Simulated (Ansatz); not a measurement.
We consider CdS (Fm-3m, No. 225, 2 atoms in the cell; start mp-370; high-pressure phase), described by r²SCAN (PAW; Ansatz, a quantum-chemistry and plane-wave program).

Run with plane-wave cutoff 500 eV, 12×12×12 k mesh, Fermi–Dirac smearing 0.05 eV, scalar-relativistic PAW data made under PBE.

Cell (relaxed at this level):

```cif
data_CdS
_chemical_formula_sum 'Cd1 S1'
_space_group_name_H-M_alt 'P 1'
_space_group_IT_number 1
_cell_length_a 3.85638
_cell_length_b 3.85638
_cell_length_c 3.85638
_cell_angle_alpha 60.000
_cell_angle_beta 60.000
_cell_angle_gamma 60.000
loop_
_space_group_symop_operation_xyz
  'x, y, z'
loop_
_atom_site_label
_atom_site_type_symbol
_atom_site_fract_x
_atom_site_fract_y
_atom_site_fract_z
_atom_site_occupancy
Cd1 Cd 0.00000 0.00000 0.00000 1
S1 S 0.50000 0.50000 0.50000 1
```

Q: Give the computed band gap.

A: 
- band gap: 0.75 eV (on the SCF k mesh)

Note: the relaxation could not lower the start's symmetry, so the cell can be a saddle point above a distorted one.

Spin–orbit coupling is not included.

Static lattice: no zero-point or thermal effects.

A start named mp-… is a Materials Project structure, which need not be a measured phase.
